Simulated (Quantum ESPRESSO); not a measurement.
What a tighter setting buys: ecutwfc, SrMg14Ni (Amm2, 16 atoms in the cell)

Cell: a = 10.6174 Å, b = 6.7048 Å, c = 6.7048 Å, α = 56.69°, β = 90.00°, γ = 90.00°.

Level of theory: LDA (PZ), GBRV 1.5 ultrasoft (LDA) pseudopotentials (plane waves; Quantum ESPRESSO).

Base settings: ecutwfc = 50 Ry; ecutrho = 400 Ry; occupations = smearing; smearing = marzari-vanderbilt; degauss = 0.0036749 Ry; potentials = {Sr: sr_lda_v1.uspp.F.UPF, Mg: mg_lda_v1.4.uspp.F.UPF, Ni: ni_lda_v1.4.uspp.F.UPF}; K_POINTS = automatic 2 3 3 0 0 0; conv_thr = 1e-09 Ry.

Misses are taken against the tightest run, 57 Ry (ecutrho: 400 Ry → 456 Ry), which need not be fully converged itself. The energy is the free energy per atom.

The count of work is k-points × plane waves × bands × iterations; it is no time, and leaves out set-up, grids and terms that scale otherwise. Core times come from one kind of shared machine and are given to one figure; runs under 30 s give none.

The starting cell comes from a database of computed structures (which also holds hypothetical and non-ambient phases and stackings), without a prior relaxation at this level. Its lattice was rescaled by a random factor within 2.5 % of one. Spin polarisation is off. In the base run, with a pressure of about -4 GPa the cell is away from its equilibrium volume at this level.

The runs (ecutwfc): 20 Ry (ecutrho: 400 Ry → 160 Ry) | 25 Ry (ecutrho: 400 Ry → 200 Ry) | 30 Ry (ecutrho: 400 Ry → 240 Ry) | 35 Ry (ecutrho: 400 Ry → 280 Ry) | 40 Ry (ecutrho: 400 Ry → 320 Ry) | 45 Ry (ecutrho: 400 Ry → 360 Ry) | 50 Ry | 57 Ry (ecutrho: 400 Ry → 456 Ry).

Question: Which is the coarsest setting among those run that, with all tighter ones, holds the energy within 20 meV/atom of the reference, and what does it save?

Answer: 40 Ry (ecutrho: 400 Ry → 320 Ry), off by 5.7 meV/atom; its saving against the reference is no more than about a factor of 2 in the count of work.

Question: Which is the coarsest setting among those run that, with all tighter ones, holds the energy within 5 meV/atom of the reference, and what does it save?

Answer: 45 Ry (ecutrho: 400 Ry → 360 Ry), off by 2.8 meV/atom; its saving against the reference is no more than about a factor of 2 in the count of work.

Question: For at most 0.3 times the reference's count of work, which run misses the energy least?

Answer: 25 Ry (ecutrho: 400 Ry → 200 Ry), with a miss of 1600 meV/atom at a count of 0.26.

Question: What does the step from 20 Ry (ecutrho: 400 Ry → 160 Ry) to 50 Ry buy?

Answer: It takes the miss in the energy from 8500 to 0.97 meV/atom, for 3.9 times the count of work and roughly 4 times the time.

```csv
ecutwfc,energy less reference (meV/atom),pressure less reference (GPa),largest difference in the force on any atom (eV/Å),count of work / reference,core time / reference (rough)
20 Ry (ecutrho: 400 Ry → 160 Ry),8532.11,-238.81,0.133,0.21,0.3
25 Ry (ecutrho: 400 Ry → 200 Ry),1597.87,-59.59,0.057,0.26,0.5
30 Ry (ecutrho: 400 Ry → 240 Ry),252.99,-12.79,0.023,0.38,0.5
35 Ry (ecutrho: 400 Ry → 280 Ry),31.38,-1.99,0.002,0.48,0.7
40 Ry (ecutrho: 400 Ry → 320 Ry),5.74,-0.19,0.001,0.59,0.7
45 Ry (ecutrho: 400 Ry → 360 Ry),2.83,-0.07,0.000,0.70,0.8
50 Ry,0.97,-0.05,0.000,0.82,1
57 Ry (ecutrho: 400 Ry → 456 Ry),0.00,0.00,0.000,1.0,1
```
